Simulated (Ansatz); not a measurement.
Consider Ru-vacancy pair (Ru on one host Al site, one Al site vacant) in fcc Al, neutral cell. The step: direct exchange of Ru with the vacancy (Ru-vacancy distance between ideal sites 2.86 Å throughout); the atom moves 3.25 Å along (0.00, 0.57, 0.57) of the unit cell; the moving atom starts with neighbours Al at 2.64, 4 Al at 2.71, 6 Al at 2.78 Å and ends with Al at 2.64, 4 Al at 2.71, 6 Al at 2.78 Å. DFT values are from Ansatz (plane-wave PAW, 420 eV unless said) in a cell of 32 host sites, spin-restricted, static, with no finite-size correction. Forms of the defect that were not tried may lie lower. For the PBE band: the saddle point's order was not checked, and it lies on a symmetry element of the cell, where a band can be held.

```json
[
 {"Level": "CHGNet universal potential (has no charge state), its own band", "Forward barrier (eV)": "0.58", "Cost of the band or of the saddle's single point": "-"},
 {"Level": "PBE, a 3×3×3 k-point mesh shifted by half a step, band relaxed", "Forward barrier (eV)": "1.85", "Cost of the band or of the saddle's single point": "about 30 core-minutes (a rough figure)"},
 {"Level": "PBE, a 5×5×5 k-point mesh shifted by half a step, same geometries", "Forward barrier (eV)": "1.79", "Cost of the band or of the saddle's single point": "about 2.7 core-minutes (a rough figure)"},
 {"Level": "r2SCAN at 500 eV, a 3×3×3 k-point mesh shifted by half a step, same geometries", "Forward barrier (eV)": "2.05", "Cost of the band or of the saddle's single point": "about 110 core-seconds (a rough figure)"}
]
```

Ansatz is a quantum-chemistry and plane-wave program.
